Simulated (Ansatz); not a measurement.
BeCdO₂ (model structure, started from the ScAlN2 type, P3m1, No. 156, 4 atoms in the cell)

Computed with PBE0 (plane waves, PAW; Ansatz, a program for electronic structure).

Numerical settings: plane-wave cutoff 460 eV, 9×9×6 k mesh (along the axes of the cell as run), Fermi–Dirac smearing 0.01 eV, scalar-relativistic PAW data made under PBE.

Cell (relaxed with PBEsol):

Space group P3m1 (No. 156); a = b = 3.034 Å, c = 5.439 Å, α = β = 90.00°, γ = 120.00°

```csv
atom,site,symmetry,x,y,z
Cd,1b,3m.,0.3333,0.6667,0.0282
O,1b,3m.,0.3333,0.6667,0.4206
Be,1c,3m.,0.6667,0.3333,0.5178
O,1c,3m.,0.6667,0.3333,0.8034
```

```yaml
band_gap: 2.92 eV (on the SCF k mesh)
```

Note: the relaxation could raise the start's symmetry but not lower it, so the cell can be a saddle point; cell and atoms aren't relaxed at this level (largest force component 0.32 eV/Å, pressure 0.5 GPa).

Spin–orbit coupling is not included.

Computed values are for the static lattice.

Cost on a shared machine: around 6 core-minutes (rough).

A model structure was made by putting elements into a prototype or built by hand; it is no filed structure, need not be a known phase, and can be a saddle point held by its symmetry.
